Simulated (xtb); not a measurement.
xtb 6.7.1, GFN1-xTB: Co(NH3)6 ([NH3]->[Co+3](<-[NH3])(<-[NH3])(<-[NH3])(<-[NH3])<-[NH3]), charge +3, multiplicity 1, 25 atoms. The geometry is a generated start, not checked to be a minimum at this level.

```
Item                                                                                                           Result
------------------------  -------------------------------------------------------------------------------------------
method                                                                                                       GFN1-xTB
--acc                                                                                                     1 (default)
--etemp (K)                                                                                             300 (default)
detailed input (--input)  none: ANC optimiser, Lindh (1995) Hessian, microcycle=20, maxdispl=1.0, hlow=0.01 (default)
basis functions                                                                                                    70
valence electrons                                                                                                  54
```

```xyz
25

Co     0.0015    -0.0018     0.0003
N     -1.6768    -1.0126     0.3950
H     -2.2529    -0.6114     1.1430
H     -1.5215    -1.9799     0.6994
H     -2.3266    -1.1012    -0.3939
N     -0.4352    -0.0301    -1.9519
H     -1.2728     0.5059    -2.2045
H     -0.6096    -0.9626    -2.3418
H      0.2914     0.3572    -2.5637
N      0.4201     0.0596     1.9572
H      1.0671    -0.6618     2.2940
H     -0.3946    -0.0401     2.5731
H      0.8557     0.9372     2.2627
N      1.7057     0.9897    -0.3506
H      1.6265     2.0120    -0.3272
H      2.1477     0.7996    -1.2561
H      2.4465     0.7839     0.3288
N      0.9853    -1.7307    -0.2166
H      1.2395    -2.2084     0.6545
H      1.8754    -1.6501    -0.7203
H      0.4715    -2.4454    -0.7429
N     -0.9992     1.7220     0.1673
H     -0.7368     2.4289    -0.5281
H     -0.8926     2.2051     1.0658
H     -2.0152     1.6349     0.0565
```

Charge 3 and multiplicity 1 are set for this test and not shown to be the ground state.

The structure is relaxed from this start with --opt LEVEL for the levels crude, sloppy, loose, lax, normal, tight, vtight, extreme, once each. Up to the end of the extreme run atoms move by at most 0.40 Å along an axis.

### Question
What is the loosest level that ends within 5 meV of the extreme run, and how many cycles does it take?

### Answer
normal: 23 cycles against 76, ending 3.0 meV above.

| level | cycles | energy above the extreme run (meV) | gradient norm (eV/Å) |
|---|---|---|---|
| crude | 3 | 9.5 | 0.14 |
| sloppy | 4 | 9.1 | 0.093 |
| loose | 4 | 9.1 | 0.093 |
| lax | 4 | 9.1 | 0.093 |
| normal | 23 | 3.0 | 0.043 |
| tight | 41 | 1.2 | 0.018 |
| vtight | 68 | 0.016 | 0.0030 |
| extreme | 76 | — | 0.00078 |
